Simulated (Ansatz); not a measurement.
Defect migration in zinc-blende InP: S-vacancy pair (S on one host P site, one P site vacant), neutral cell. The step: a nearby P atom hops onto the vacant site (S-vacancy distance between ideal sites 4.21 Å throughout); the atom moves 3.95 Å along (-0.47, 0.47, -0.02) of the unit cell; the moving atom starts with neighbours In at 2.57, In at 2.58, In at 2.59, In at 2.61 Å and ends with In at 2.57, In at 2.59, In at 2.66, In at 2.78 Å. DFT values are from Ansatz (plane-wave PAW, 420 eV unless said) in a cell of 64 host sites, spin-restricted, static, with no finite-size correction. The charge state is imposed; whether it is stable for some Fermi level was not computed. Forms of the defect that were not tried may lie lower. On the k-point mesh the defect's levels are only partly filled at one site or more. For the PBE band: the program found a first-order saddle point.

```json
[
 {"Level": "CHGNet universal potential (has no charge state), its own band", "Forward barrier (eV)": "0.48", "Cost of the band or of the saddle's single point": "-"},
 {"Level": "PBE, one k-point at (0.250, 0.250, 0.250), band relaxed", "Forward barrier (eV)": "1.62", "Cost of the band or of the saddle's single point": "roughly 70 core-minutes"},
 {"Level": "PBE, a 2×2×2 k-point mesh shifted by half a step, same geometries", "Forward barrier (eV)": "1.48", "Cost of the band or of the saddle's single point": "around 2.2 core-minutes (rough)"},
 {"Level": "r2SCAN at 500 eV, one k-point at (0.250, 0.250, 0.250), same geometries", "Forward barrier (eV)": "?", "Cost of the band or of the saddle's single point": "very roughly 90 core-seconds"}
]
```

Problem. Complete the blanks.

Solution. 
- r2SCAN at 500 eV, one k-point at (0.250, 0.250, 0.250), same geometries, Forward barrier (eV): 1.76

Ansatz is a program for electronic structure.
